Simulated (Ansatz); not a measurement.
Consider AgCl in the rock salt structure (space group Fm-3m, No. 225; a = 5.545 Å).

Computed with r2SCAN, PAW, 500 eV (Ansatz, a quantum-chemistry and plane-wave program; no SOC).

For the base:

The density is 5.58 g/cm³ and the shortest interatomic distance is 2.773 Å.

Now apply this change: a negative pressure, −2 GPa.

### Question
What does the calculation give for the mean gap deformation potential ΔEg/Δln V after the change?

### Answer
The mean gap deformation potential ΔEg/Δln V amounts to +0.1 eV.

### Question
Estimate the effect on the density.

### Answer
The density drops by 0.24 g/cm³ to 5.34 g/cm³.

### Question
How does this affect the shortest interatomic distance?

### Answer
The shortest interatomic distance goes up by 0.041 Å, from 2.773 Å to 2.814 Å.

Load acts through the strain it causes; cell and atoms are relaxed under it. Stability against distortions was not tested.
